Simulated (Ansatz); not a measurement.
The parent structure is CsSnI$_{3}$ in the cubic perovskite structure (space group Pm-3m, No. 221; a = 6.031 Å).

Structures relaxed with LDA in Ansatz (plane waves to 420 eV, PAW, no spin-orbit coupling).

Base:

Simulated powder pattern, Cu Kα1, λ = 1.54056 Å (kinematic, ideal powder, no thermal factors, no anomalous dispersion; the 8 strongest lines at most, above 2 %, up to 2θ = 90°):

```
2θ (°)  I/Imax (%)    hkl
------  ----------  -----
20.81           19  (110)
25.56           75  (111)
29.60          100  (200)
42.36           74  (220)
50.13           35  (311)
52.52           26  (222)
69.67           33  (420)
77.47           25  (422)
```

After one change:

Simulated powder pattern, Cu Kα1, λ = 1.54056 Å (kinematic, ideal powder, no thermal factors, no anomalous dispersion; the 8 strongest lines at most, above 2 %, up to 2θ = 90°):

```
2θ (°)  I/Imax (%)
------  ----------
22.70           19
27.90           75
32.32          100
46.36           72
54.98           33
57.64           25
76.98           32
85.96           25
```

Question: Which of these changes matches the shifts?
A. pressure 10 GPa
B. pressure −1 GPa
C. pressure −2 GPa
D. pressure 7.5 GPa

Answer: A, pressure 10 GPa. Its volume per atom is 33.91 Å³ against 43.86 Å³, and its space group is Pm-3m (No. 221).

Load acts through the strain it causes; cell and atoms are relaxed under it. Whether these cells are dynamically stable was not tested. No other phases were tried under pressure. All final runs are without spin polarisation. Many cubic perovskites are stable only at high temperature; tilts and polar distortions were not tested.

Ansatz is an electronic-structure program.
